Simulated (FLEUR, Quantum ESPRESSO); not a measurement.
A Quantum ESPRESSO input for a self-consistent single point of NbN (Fm-3m, 2 atoms in the cell) (DFT, PBE+U, plane waves, PseudoDojo standard norm-conserving (PBE) pseudopotentials):

```fortran
&CONTROL
   calculation = 'scf'
   prefix = 'pwscf'
   outdir = './out'
   pseudo_dir = './'
   verbosity = 'high'
   tprnfor = .true.
   tstress = .true.
/
&SYSTEM
   ibrav = 0
   nat = 2
   ntyp = 2
   ecutwfc = 85
   occupations = 'smearing'
   smearing = 'gaussian'
   degauss = 0.0099958
/
&ELECTRONS
   conv_thr = 1.0e-11
/
ATOMIC_SPECIES
Nb    92.9064  Nb.upf
N     14.0070  N.upf
CELL_PARAMETERS {bohr}
   0.0000000000     4.1479488436     4.1479488436
   4.1479488436     0.0000000000     4.1479488436
   4.1479488436     4.1479488436     0.0000000000
ATOMIC_POSITIONS {crystal}
Nb    0.0000000000    0.0000000000    0.0000000000
N     0.5000000000    0.5000000000    0.5000000000
K_POINTS {automatic}
17 17 17  0 0 0
HUBBARD {ortho-atomic}
U Nb-4d 3
```

Task: Translate this input to FLEUR.

Result: This is the input that was run; spellings and numerical settings could be chosen otherwise.

Input of the input generator:

```
NbN FLAPW
&input film=f /
0.0000000000 4.1479488436 4.1479488436
4.1479488436 -0.0000000000 4.1479488436
4.1479488436 4.1479488436 -0.0000000000
1.0
1.0 1.0 1.0

2
41 0.0000000000 0.0000000000 0.0000000000
7 0.5000000000 0.5000000000 0.5000000000

&comp jspins=1 /
&kpt div1=17 div2=17 div3=17 /
&end /
```

```xml
<?xml version="1.0" encoding="UTF-8" standalone="no"?>
<fleurInput fleurInputVersion="0.39">
   <comment>
      NbN FLAPW                                                                                           
   </comment>
   <calculationSetup>
      <cutoffs Kmax="4.3" Gmax="12.9" GmaxXC="12.9" numbands="0"/>
      <scfLoop itmax="80" minDistance="0.00001" maxIterBroyd="15" imix="Anderson" alpha="0.05" precondParam="0.0" spinf="2.0"/>
      <coreElectrons ctail="T" frcor="F" kcrel="0" coretail_lmax="0"/>
      <xcFunctional name="pbe" relativisticCorrections="F"/>
      <magnetism jspins="1"/>
      <soc l_soc="F" theta="0.0" phi="0.0" spav="F"/>
      <expertModes spex="0" secvar="F"/>
      <geometryOptimization l_f="T" forcealpha="1.0" forcemix="BFGS" epsdisp="0.00001" epsforce="0.00001"/>
      <ldaU l_linMix="F" mixParam="0.05" spinf="1.0"/>
   </calculationSetup>
   <cell>
      <bzIntegration valenceElectrons="18.0" mode="gauss" fermiSmearingEnergy="0.00499791">
         <kPointListSelection listName="default-1"/>
         <!-- k-points included here -->
         <xi:include xmlns:xi="http://www.w3.org/2001/XInclude" href="kpts.xml"> </xi:include>
      </bzIntegration>
      <!-- symmetry operations included here -->
      <xi:include xmlns:xi="http://www.w3.org/2001/XInclude" href="sym.xml"> </xi:include>
      <bulkLattice scale="1.0">
         <bravaisMatrix>
            <row-1>    0.0000000000000000     4.1479488436000000     4.1479488436000000</row-1>
            <row-2>    4.1479488436000000     0.0000000000000000     4.1479488436000000</row-2>
            <row-3>    4.1479488436000000     4.1479488436000000     0.0000000000000000</row-3>
         </bravaisMatrix>
      </bulkLattice>
   </cell>
   <atomSpecies>
      <species name="Niobium (Nb)" element="Nb" atomicNumber="41">
         <mtSphere radius="2.47" gridPoints="853" logIncrement="0.015"/>
         <atomicCutoffs lmax="10" lnonsphr="8"/>
         <electronConfig flipSpins="F">
            <coreConfig>(1s1/2) (2s1/2) (2p1/2) (2p3/2) (3s1/2) (3p1/2) (3p3/2) (3d3/2) (3d5/2)</coreConfig>
            <valenceConfig>(4s1/2) (4p1/2) (4p3/2) (5s1/2) (4d3/2) (4d5/2)</valenceConfig>
            <stateOccupation state="(5s1/2)" spinUp="0.5" spinDown="0.5"/>
            <stateOccupation state="(4d3/2)" spinUp="0.8" spinDown="0.8"/>
            <stateOccupation state="(4d5/2)" spinUp="1.2" spinDown="1.2"/>
         </electronConfig>
         <energyParameters s="5" p="5" d="4" f="4"/>
         <ldaU l="2" U="3.0" J="0.0" l_amf="F"/>
         <lo type="SCLO" l="0" n="4" eDeriv="0"/>
         <lo type="SCLO" l="1" n="4" eDeriv="0"/>
      </species>
      <species name="Nitrogen (N)" element="N" atomicNumber="7">
         <mtSphere radius="1.40" gridPoints="483" logIncrement="0.022"/>
         <atomicCutoffs lmax="6" lnonsphr="4"/>
         <electronConfig flipSpins="F">
            <coreConfig>(1s1/2)</coreConfig>
            <valenceConfig>(2s1/2) (2p1/2) (2p3/2)</valenceConfig>
            <stateOccupation state="(2p1/2)" spinUp="0.5" spinDown="0.5"/>
            <stateOccupation state="(2p3/2)" spinUp="1.0" spinDown="1.0"/>
         </electronConfig>
         <energyParameters s="2" p="2" d="3" f="4"/>
      </species>
   </atomSpecies>
   <atomGroups>
      <atomGroup species="Niobium (Nb)">
         <relPos label="                   1">.0000000000 .0000000000 .0000000000</relPos>
         <force calculate="T" relaxXYZ="TTT"/>
      </atomGroup>
      <atomGroup species="Nitrogen (N)">
         <relPos label="                   2">1.000/2.000 1.000/2.000 1.000/2.000</relPos>
         <force calculate="T" relaxXYZ="TTT"/>
      </atomGroup>
   </atomGroups>
   <output dos="F" band="F" slice="F">
      <checks vchk="F" cdinf="F"/>
      <bandDOS minEnergy="-.5*Htr" maxEnergy="0.5*Htr" sigma="0.015" storeEVData="T"/>
      <vacuumDOS vacdos="F" integ="F" star="F" nstars="0" locx1="0.0" locy1="0.0" locx2="0.0" locy2="0.0" nstm="0" tworkf="0.0"/>
      <unfoldingBand unfoldBand="F" supercellX="1" supercellY="1" supercellZ="1"/>
      <plotting iplot="0" polar="F">
         <plot TwoD="T" vec1="  1.0  0.0  0.0" vec2="  0.0  1.0  0.0" vec3="  0.0  0.0  1.0" zero="  0.0  0.0  0.0" file="plot"/>
      </plotting>
      <chargeDensitySlicing numkpt="0" minEigenval="0.0" maxEigenval="0.0" nnne="0" pallst="F"/>
      <specialOutput eonly="F"/>
      <magneticCircularDichroism mcd="F" energyLo="-10.0" energyUp="0.0"/>
   </output>
  <!-- We include the file relax.xml here to enable relaxations (see documentation) -->
  <xi:include xmlns:xi="http://www.w3.org/2001/XInclude" href="relax.xml"> <xi:fallback/> </xi:include>
</fleurInput>
```

Basis settings and potentials, where a program has them, do not carry over. This input uses DFT, PBE+U, all-electron FLAPW (FLEUR), scalar-relativistic valence.

The starting cell has typed, rounded lattice constants, without a prior relaxation at this level.
